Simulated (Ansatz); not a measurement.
Partial pair distribution functions of a relaxed model of amorphous Hf₁₈O₃₉Y₂, broadened by 0.06 Å; density 8.63 g/cm³. Method: PBE, scalar-relativistic without spin-orbit coupling (plane waves to 420 eV, PAW; Ansatz, an electronic-structure program).

Preparation: random packing, a CHGNet melt and quench, and a DFT relaxation. O atoms were pushed apart under 1.9 Å during the dynamics, to hinder bonds among them. The hot cell started wider than the set density and was brought back towards it in steps. It is the lowest in DFT energy of 2 quenches. It is a model cell: composition and starting density were chosen by hand, and all elements were melted together. No dispersion term was used. Its density started from a set value of 8.63 and ended at 8.63 g/cm³. The simulated quench (nominally 380 K/ps over its main leg) is rapid and tends to freeze in more defects than a deposited or slowly cooled glass has. One small periodic cell is one sample of the glass; other quenches scatter about these values. The volume was held where the preparation left it and the shape relaxed, at a PBE pressure of 2.4 GPa. Stress components on the final sampling reach 2.5 GPa.

| r (Å) | g Hf-O | g O-Y | g Hf-Hf | g O-O |
|---|---|---|---|---|
| 1.75 | 0.01 | 0.00 | 0.00 | 0.00 |
| 1.85 | 0.28 | 0.00 | 0.00 | 0.00 |
| 1.95 | 2.71 | 0.12 | 0.00 | 0.00 |
| 2.05 | 8.25 | 1.17 | 0.00 | 0.00 |
| 2.15 | 6.43 | 2.45 | 0.00 | 0.00 |
| 2.25 | 2.38 | 5.74 | 0.00 | 0.01 |
| 2.35 | 0.83 | 5.07 | 0.00 | 0.16 |
| 2.45 | 0.43 | 2.61 | 0.00 | 0.57 |
| 2.55 | 0.26 | 1.44 | 0.00 | 1.64 |
| 2.65 | 0.23 | 0.51 | 0.00 | 2.66 |
| 2.75 | 0.09 | 0.02 | 0.00 | 2.62 |
| 2.85 | 0.01 | 0.00 | 0.00 | 2.35 |
| 2.95 | 0.08 | 0.00 | 0.00 | 1.95 |
| 3.05 | 0.16 | 0.00 | 0.15 | 1.70 |
| 3.15 | 0.13 | 0.02 | 0.99 | 1.24 |
| 3.25 | 0.23 | 0.36 | 2.59 | 1.04 |
| 3.35 | 0.41 | 0.82 | 3.71 | 1.14 |
| 3.45 | 0.54 | 1.63 | 2.48 | 0.94 |
| 3.55 | 0.69 | 1.31 | 2.01 | 0.64 |
| 3.65 | 0.56 | 0.61 | 1.79 | 0.72 |
| 3.75 | 0.88 | 0.98 | 1.81 | 0.76 |
| 3.85 | 1.41 | 0.58 | 2.33 | 0.62 |
| 3.95 | 1.40 | 0.40 | 2.30 | 0.75 |
| 4.05 | 1.09 | 0.47 | 1.07 | 0.82 |
| 4.15 | 1.11 | 0.82 | 0.77 | 1.02 |
| 4.25 | 0.93 | 1.50 | 0.73 | 0.95 |
| 4.35 | 1.05 | 1.58 | 0.48 | 0.77 |
| 4.45 | 1.46 | 0.67 | 0.16 | 0.73 |

Within 2.80 Å each Hf has 6.28 O neighbours on average.
